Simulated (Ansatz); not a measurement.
Ag: response to strain

The parent structure is Ag in the fcc (Cu type) structure (space group Fm-3m, No. 225; a = 4.1483 Å; relaxed with 0.1 eV smearing).

Strains are applied to the cell and any free atomic positions relax.

Computed with PBE (Ansatz, a program for electronic structure, PAW, without spin-orbit coupling).

Notes on the quantities. energy relative to the base: free energy F.

```tsv
variant	shortest interatomic distance	energy relative to the base	pressure
base	2.933 Å	0 meV/atom	0.0 GPa
isotropic strain −3.00 %	2.845 Å	+47 meV/atom	10.8 GPa
isotropic strain −2.50 %	2.860 Å	+32 meV/atom	8.6 GPa
isotropic strain −2.00 %	2.875 Å	+20 meV/atom	6.6 GPa
isotropic strain −1.50 %	2.889 Å	+11 meV/atom	4.7 GPa
isotropic strain −1.00 %	2.904 Å	+4.8 meV/atom	3.0 GPa
isotropic strain +0.50 %	2.948 Å	+1.1 meV/atom	-1.3 GPa
isotropic strain +1.00 %	2.963 Å	+4.3 meV/atom	-2.5 GPa
isotropic strain +1.50 %	2.977 Å	+9.5 meV/atom	-3.6 GPa
isotropic strain +2.50 %	3.007 Å	+25 meV/atom	-5.4 GPa
```

Stability against distortions was not tested.
